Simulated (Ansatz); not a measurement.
Abridged Ansatz (a first-principles code) output:

```
Pseudopotential: V, paw, valence charge 13
Pseudopotential: Si, paw, valence charge 4
Crystal: 9 atoms, lattice volume = 114.947 Å³
Basis set: ecut = 420 eV, 2247 PW (Γ), exchange–correlation on 64×64×90 points (8 copies of the dense FFT grid, shifted against one another)
Bands: 41, of which v1, the nominal top of the filled ones, is band 32 counted from 1 (31 counted from 0)
Symmetry: 12 space group operations
k-points: 95 of 1152 (time reversal used)
Functional: x = pbe(κ = 0.804, μ = 0.2195149727645171), c = pbe(β = 0.06672455060314922)
SCF iter   1: F=—  HF=-12556.477727 eV  |F-HF|=—  |Δ(HF+E_count)|=         —  Δρ=7.10e-3  dr2=4.48e-2  ethr=1.77e-3  ⟨swp⟩=6.7  Hψ=16487  notcnv=0  defer=9
SCF iter   2: F=—  HF=-12556.473913 eV  |F-HF|=—  |Δ(HF+E_count)|=   3.81e-3  Δρ=2.95e-3  dr2=5.30e-3  ethr=7.10e-5  ⟨swp⟩=2.1  Hψ=5550  notcnv=0  defer=152
SCF 1 converged in 8 iterations: F = -12556.473888 eV  dr2 = 6.09e-11
SCF converged after 8 iterations
Free energy (F): -12556.473888 eV
Internal energy: -12556.426626 eV  (E = F + TS)
E sigma→0 (E₀):  -12556.450257 eV
Entropy (-TS):   -0.047262 eV (-5.251 meV/atom)
Fermi energy:    14.061540 eV
--- Forces (eV/Å), atoms counted from 1 ---
  atom   1  V      0.00000000     0.00000000    -0.00000000
  atom   2  V     -0.00000000     0.00000000    -0.00000000
  atom   3  V      0.00000000     0.00000000     0.00000000
  atom   4  Si    -0.00000000    -0.00017346     0.00000000
  atom   5  Si     0.00015022    -0.00008673    -0.00000000
  atom   6  Si     0.00015022     0.00008673     0.00000000
  atom   7  Si     0.00000000     0.00017346    -0.00000000
  atom   8  Si    -0.00015022     0.00008673     0.00000000
  atom   9  Si    -0.00015022    -0.00008673     0.00000000
--- Stress (GPa, compression-positive) ---
        0.001509      -0.000000      -0.000000
       -0.000000       0.001509      -0.000000
       -0.000000       0.000000       0.002092
  P = ⅓ Tr σ = 0.0017 GPa (0.017 kbar)
```

What was computed, and what are the main results?

VSi2, 9 atoms in the cell, with Ansatz, PBE, PAW, cutoff 420 eV, spin-orbit coupling left out. The last SCF converged to F = -12556.473888 eV, or -1395.1638 eV per atom, at a pressure of 0.00 GPa. The total energy compares only with runs of the same code, potentials and settings.

Stability against distortions was not tested. Seeded moments were not kept for the base. All final runs are without spin polarisation. An odd electron count without spin: VSi2. The cell is VSi2 (space group P6_222, No. 180).
